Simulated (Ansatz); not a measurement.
hypothetical P4_2/mnm ZnS with two functionals, pressure 3 GPa

Take ZnS (space group P4_2/mnm, No. 136; a = 6.6298 Å, c = 3.8613 Å; a hypothetical phase, not in the database extracts checked) as the base.

(Cell as relaxed with PBE.)

Levels (all Ansatz, a program for electronic structure, PAW): PBE (420 eV, no spin-orbit coupling); PBEsol (420 eV, no spin-orbit coupling).

Each level relaxes its own structure.

```tsv
base	PBE	PBEsol
volume per atom	21.22 Å³	20.22 Å³
lattice parameter a	6.630 Å	6.518 Å
band gap	2.17 eV	2.24 eV
```

The change: cell and atoms relaxed at a pressure of 3 GPa.

| quantity | PBE | PBEsol |
|---|---|---|
| valence-band top at Γ (three highest levels, from the VBM) | 0.00, 0.00, -0.05 eV | ? |
| lattice parameter a | 6.514 Å | ? |
| c/a ratio | 0.588 | ? |

**Question.** Given the PBE results, estimate those of PBEsol.

**Answer.** 
- valence-band top at Γ (three highest levels, from the VBM), PBEsol: 0.00, 0.00, -0.05 eV
- lattice parameter a, PBEsol: 6.412 Å
- c/a ratio, PBEsol: 0.590

PBE's lattice parameter a lies 0.1015 Å above PBEsol's (1.6 %); PBE's c/a ratio lies 0.002 below PBEsol's; the two agree on the valence-band top at Γ. Neither level is exact; PBEsol is the comparison here, not a measurement.

Load acts through the strain it causes; cell and atoms are relaxed under it. Stability against distortions was not tested.
